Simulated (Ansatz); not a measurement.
The reference is ZrS$_{2}$ in the CdI2 type structure (space group P-3m1, No. 164; a = 3.635 Å, c = 5.720 Å; layered, stacked along the Cartesian z axis).

Levels (all Ansatz, a first-principles code, PAW): PBE-D3(BJ) (420 eV, no spin-orbit coupling); r2SCAN (500 eV, no spin-orbit coupling).

Its gap is 0.66 eV with PBE-D3(BJ) and 0.96 eV with r2SCAN.

Perturbation: hydrostatic tension (pressure −1 GPa).

With PBE-D3(BJ) the gap becomes 0.83 eV.

Task: If the r2SCAN correction stayed the same, what would the r2SCAN gap be, and what does the r2SCAN run give?

Result: A rigid correction of +0.30 eV gives 1.13 eV. The r2SCAN run gives 1.14 eV, so the two effects roughly add.

Single points use the geometry relaxed with PBE-D3(BJ). Load acts through the strain it causes; cell and atoms are relaxed under it. Stability against distortions was not tested.
